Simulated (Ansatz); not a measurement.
# A computed series for BeS: response to strain

The reference is BeS in the zinc blende structure (space group F-43m, No. 216; a = 4.869 Å). Axes: x, y, z lie along the cube axes.

Strains are applied to the cell and any free atomic positions relax; under biaxial strain the out-of-plane vector relaxes too.

All numbers come from DFT with r2SCAN, PAW potentials and a 500 eV plane-wave cutoff in Ansatz (a first-principles code), no spin-orbit coupling.

Candidates:
(a) biaxial strain −4.70 %, plane normal [001], relaxed out of plane
(b) biaxial strain +0.68 %, plane normal [001], relaxed out of plane
(c) tensor shear ε_xy = −2.97 %

Notes on the quantities. energy relative to the base: free energy F.

Order them by energy relative to the base, highest first.

(a) biaxial strain −4.70 %, plane normal [001], relaxed out of plane (+40 meV/atom), (c) tensor shear ε_xy = −2.97 % (+14 meV/atom), (b) biaxial strain +0.68 %, plane normal [001], relaxed out of plane (+0.7 meV/atom)

No phonon test of stability was made.
